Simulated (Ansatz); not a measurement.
The reference is TiC in the rock salt structure (space group Fm-3m, No. 225; a = 4.333 Å; relaxed with 0.1 eV smearing).

(Cell as relaxed with PBE.)

Levels (all Ansatz, a first-principles code, PAW, earlier PAW set): PBE (420 eV, spin-orbit coupling left out); r2SCAN (500 eV, no spin-orbit coupling).

Each level relaxes its own structure.

```json
[
 {"base": "volume per atom", "PBE": "10.17 Å³", "r2SCAN": "10.14 Å³"},
 {"base": "lattice parameter a", "PBE": "4.333 Å", "r2SCAN": "4.329 Å"},
 {"base": "band gap", "PBE": "zero", "r2SCAN": "zero"}
]
```

Perturbation: the cell is scaled by 0.9762 in all directions; the atoms relax in the strained cell.

| quantity | PBE | r2SCAN |
|---|---|---|
| energy relative to the base (free energy F) | +44 meV/atom | [?] |
| pressure | 20.9 GPa | [?] |
| band gap | zero | [?] |

Predict the r2SCAN column.


- energy relative to the base (free energy F), r2SCAN: +45 meV/atom
- pressure, r2SCAN: 21.9 GPa
- band gap, r2SCAN: zero

PBE's energy relative to the base lies 1.9 meV/atom below r2SCAN's; PBE's pressure lies 1.0 GPa below r2SCAN's; the two agree on the band gap. Neither level is exact; r2SCAN is the comparison here, not a measurement.

Stability against distortions was not tested. All final runs are without spin polarisation.
